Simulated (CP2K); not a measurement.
Checking a run of CP2K on Te4Mo3 (R-3, 14 atoms in the cell). The aim is a self-consistent single point with DFT PBEsol, GPW, DZVP-MOLOPT-SR-GTH basis, GTH-PBE potentials (GTH_POTENTIALS).

This input was run:

```
&GLOBAL
  PROJECT te4mo3
  RUN_TYPE ENERGY_FORCE
  PRINT_LEVEL LOW
&END GLOBAL
&FORCE_EVAL
  METHOD Quickstep
  STRESS_TENSOR ANALYTICAL
  &DFT
    BASIS_SET_FILE_NAME BASIS_MOLOPT
    POTENTIAL_FILE_NAME GTH_POTENTIALS
    &QS
      METHOD GPW
      EPS_DEFAULT 1E-10
    &END QS
    &MGRID
      CUTOFF 500
      REL_CUTOFF 40
      NGRIDS 5
    &END MGRID
    &SCF
      SCF_GUESS ATOMIC
      EPS_SCF 1E-7
      MAX_SCF 100
      ADDED_MOS 22
      &DIAGONALIZATION
        ALGORITHM STANDARD
      &END DIAGONALIZATION
      &MIXING
        METHOD BROYDEN_MIXING
        ALPHA 0.3
        NBUFFER 12
        BETA 1
      &END MIXING
      &SMEAR ON
        METHOD FERMI_DIRAC
        ELECTRONIC_TEMPERATURE [K] 1160.45
      &END SMEAR
    &END SCF
    &KPOINTS
      SCHEME MACDONALD 3 3 3 0.1666666667 0.1666666667 0.1666666667
    &END KPOINTS
    &XC
      &XC_FUNCTIONAL
        &PBE
          PARAMETRIZATION PBESOL
        &END PBE
      &END XC_FUNCTIONAL
    &END XC
    &PRINT
      &MO
        EIGENVALUES T
        OCCUPATION_NUMBERS T
        NDIGITS 8
        FILENAME mo
        &EACH
          QS_SCF 0
        &END EACH
        ADD_LAST NUMERIC
      &END MO
      &MULLIKEN OFF
      &END MULLIKEN
    &END PRINT
  &END DFT
  &SUBSYS
    &CELL
      A 7.18502200 0.00000000 0.00000000
      B -0.28159600 7.17950100 0.00000000
      C -0.28159700 -0.29285800 7.17352600
      PERIODIC XYZ
    &END CELL
    &COORD
      SCALED
      Te       0.28409000     0.28409000     0.28409000
      Te       0.71591000     0.71591000     0.71591000
      Te       0.88357000     0.61772000     0.23796000
      Te       0.11643000     0.38228000     0.76204000
      Te       0.23796000     0.88357000     0.61772000
      Te       0.76204000     0.11643000     0.38228000
      Te       0.61772000     0.23796000     0.88357000
      Te       0.38228000     0.76204000     0.11643000
      Mo       0.95299000     0.25058000     0.08115000
      Mo       0.04701000     0.74942000     0.91885000
      Mo       0.08115000     0.95299000     0.25058000
      Mo       0.91885000     0.04701000     0.74942000
      Mo       0.25058000     0.08115000     0.95299000
      Mo       0.74942000     0.91885000     0.04701000
      Te       0.38056000     0.76841000     0.11459400
    &END COORD
    &KIND Te
      BASIS_SET DZVP-MOLOPT-SR-GTH-q6
      POTENTIAL GTH-PBE-q6
    &END KIND
    &KIND Mo
      BASIS_SET DZVP-MOLOPT-SR-GTH-q14
      POTENTIAL GTH-PBE-q14
    &END KIND
  &END SUBSYS
  &PRINT
    &FORCES ON
    &END FORCES
    &STRESS_TENSOR ON
    &END STRESS_TENSOR
  &END PRINT
&END FORCE_EVAL
```

Log, with long lists cut:

```
 GLOBAL| Method name                                                        CP2K
 GLOBAL| Project name                                                     te4mo3
 GLOBAL| Run type                                                   ENERGY_FORCE

 TOTAL NUMBERS AND MAXIMUM NUMBERS

   [... lines left out ...]
                        level_shift [a.u.]:                             0.000000
                        added MOs                                        22    0
                        Mixing method:                            BROYDEN_MIXING
                                                charge density mixing in g-space
                        Smear method:                                FERMI_DIRAC
                        Electronic temperature [K]:                       1160.5
                        Electronic temperature [a.u.]:                  3.67E-03
                        Accuracy threshold:                             1.00E-10
                        No outer SCF

 Extrapolation method: initial_guess

 Number of electrons:                                                        138
 Number of occupied orbitals:                                                 69
 Number of molecular orbitals:                                                91

 Number of orbital functions:                                                273
 Number of independent orbital functions:                                    273
 SCF WAVEFUNCTION OPTIMIZATION

  Step     Update method      Time    Convergence         Total energy    Change
     1 NoMix/Diag. 0.30E+00      -    62.81310295      -121.9581076707 -1.22E+02
     2 Broy./Diag. 0.30E+00      -     2.75943707      -124.3544516723 -2.40E+00
     3 Broy./Diag. 0.30E+00      -     7.16869892      -119.6130549071  4.74E+00
     4 Broy./Diag. 0.30E+00      -     3.72589408      -116.8577540704  2.76E+00
     5 Broy./Diag. 0.30E+00      -     1.12891016      -117.1389709204 -2.81E-01
     6 Broy./Diag. 0.30E+00      -     0.41426007      -117.0035689264  1.35E-01
   [... 21 lines left out ...]
    28 Broy./Diag. 0.30E+00      -     0.00000033      -116.9898377047 -3.97E-08
    29 Broy./Diag. 0.30E+00      -     0.00000025      -116.9898377829 -7.82E-08
    30 Broy./Diag. 0.30E+00      -     0.00000018      -116.9898378170 -3.41E-08
    31 Broy./Diag. 0.30E+00      -     0.00000008      -116.9898378071  9.91E-09
  *** SCF run converged in    31 steps ***

  Overlap energy of the core charge distribution:             345.73380467119534
  Self energy of the core charge distribution:               -930.45073645069010
  Core Hamiltonian energy:                                    211.53431000846751
  Hartree energy:                                             320.31992733952876
  Exchange-correlation energy:                                -64.11594953868735
  Electronic entropic energy:                                  -0.01119383691337
  Fermi energy:                                                 0.31730323741271

  Total energy:                                              -116.98983780709732
  Total energy (extrapolated to T->0):                       -116.98424088864063

   [... lines left out ...]
 STRESS|                        x                   y                   z
 STRESS|      x        3.39212513263E+06  -1.13318800338E+07   3.22487506459E+06
 STRESS|      y       -1.13318800338E+07   3.84570361809E+07  -1.09466135378E+07
 STRESS|      z        3.22487506459E+06  -1.09466135378E+07   3.13028937783E+06
 STRESS| 1/3 Trace                                             1.49931502304E+07
```

**Question.** Can these results be used? Check the input.

**Answer.** The run is not sound. The fault is one atom entered twice. Two nuclei at or near one point give a huge ion-ion repulsion and overlapping cores, and the electron count is too high as well. To fix it, remove the duplicate atom. The run converged in 31 iterations without an error; against the sound input the pressure goes from -0.48 to 1499 GPa and the largest force goes from 0.329 to 207300 eV/Å. The full log also holds: “WARNING in particle_methods.F:720 :: The distance between the atoms 8  and 15 is only 0.050 angstrom and thus smaller than the threshold of  0.500 angstrom”.

The sound input it was made from differs as follows (other fixes are possible):
```diff
-      ADDED_MOS 22
+      ADDED_MOS 21
-      Te       0.38056000     0.76841000     0.11459400
```

With that input, the run converged in 19 iterations: free energy E − TS -12903.3038 eV; Fermi level (on the code's own zero) 7.15 eV; pressure -0.48 GPa; largest force (vector length) 0.329 eV/Å (DFT PBEsol, GPW, DZVP-MOLOPT-SR-GTH basis, GTH-PBE potentials (GTH_POTENTIALS)).

On the sound input: the starting cell comes from a database of computed structures (which also holds hypothetical and non-ambient phases and stackings), without a prior relaxation at this level. Spin polarisation is off. Values carry the incompleteness of an atom-centred basis. The potentials were made for another functional than the one used.
